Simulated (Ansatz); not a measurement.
**A computed series for ZnS: response to strain**

Start from ZnS in the zinc blende structure (space group F-43m, No. 216).

```
CELL_PARAMETERS angstrom
      0.00000     2.64841     2.64841
      2.64841     0.00000     2.64841
      2.64841     2.64841     0.00000
ATOMIC_POSITIONS crystal
  Zn 0.00000 0.00000 0.00000
  S  0.75000 0.75000 0.75000
```

Cartesian axes are those of the cell as printed.

Strains are applied to the cell and any free atomic positions relax.

All numbers come from LDA (Ansatz, a program for electronic structure; PAW; 420 eV plane waves; without spin-orbit coupling).

Notes on the quantities. energy relative to the base: free energy F.

```tsv
uniaxial strain ε_zz (%)	energy relative to the base (meV/atom)
0	0.0
0.5	0.2
1	0.7
1.5	1.5
2	?
2.5	4.2
3	6.0
```

### Question
Fit ΔE = Aε² + Bε³ (ε in %) to the rows shown and predict the withheld row.

### Answer
Least squares on the printed values gives A = 0.688 and B = -0.0071 meV/atom (largest residual 0.0 meV/atom); this predicts 2.7 meV/atom, and the run gives 2.7 meV/atom, in agreement.

No phonon test of stability was made.
